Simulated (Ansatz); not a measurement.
Results of r²SCAN in Ansatz (PAW) for LiH (model structure, started from the NiAs type, P6₃/mmc, No. 194, 4 atoms in the cell).

Run with plane-wave cutoff 560 eV, 18×18×8 k mesh (along the axes of the cell as run), Fermi–Dirac smearing 0.01 eV, scalar-relativistic PAW data made under PBE.

Cell (relaxed with PBEsol):

LiH is taken in the hexagonal space group P6₃/mmc (No. 194), the NiAs type structure, Pearson symbol hP4. Lattice parameters: a = b = 2.7600 Å, c = 4.8593 Å, α = β = 90.00°, γ = 120.00°. Li on 2a sees 6 H at 2.004 Å (octahedral). H on 2c has 6 Li at 2.004 Å (trigonal prismatic). (Neighbours: up to the widest gap in distance over summed covalent radii, below 1.35, at either atom; cation-cation and far metal-metal contacts left out.)

Predict the band gap, smallest direct gap on the k points sampled and Γ–Γ gap.


- band gap: 4.96 eV (indirect)
- smallest direct gap on the k points sampled: 5.61 eV
- Γ–Γ gap: 8.25 eV

Note: the relaxation could raise the start's symmetry but not lower it, so the cell can be a saddle point; cell and atoms aren't relaxed at this level (pressure 0.6 GPa).

The computed numbers hold no vibrational or temperature effects.

It cost around 10 core-seconds (rough) of CPU time.

A model structure was made by putting elements into a prototype or built by hand; it is no filed structure, need not be a known phase, and can be a saddle point held by its symmetry.

Ansatz is a first-principles code.
